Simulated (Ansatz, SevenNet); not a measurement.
How the formation enthalpy of pyrite PtAs2 moves with the method

No measured value is used here.

| level (code) | value (eV/atom) |
|---|---|
| SevenNet-0 (SevenNet) | -0.520 |
| SevenNet-l3i5 (SevenNet) | -0.531 |
| LDA (Ansatz) | -0.567 |
| PBE (Ansatz) | -0.518 |
| PBEsol (Ansatz) | -0.551 |
| HSE06 (Ansatz) | -0.684 |

Density-functional levels without +SOC have no spin–orbit coupling, which shifts binding energies of heavy elements. PBE: an element that serves as reference relaxed to a cell well above its measured volume. Each level is taken at its own relaxed cell. Cutoffs and k meshes differ between the levels. Ansatz's density-functional and Hartree–Fock values are scalar-relativistic unless marked +SOC, with PAW data made under PBE.

Machine-learned potentials (SevenNet-0, SevenNet-l3i5) are trained on DFT data, which may include these solids.

Ansatz is an electronic-structure program.
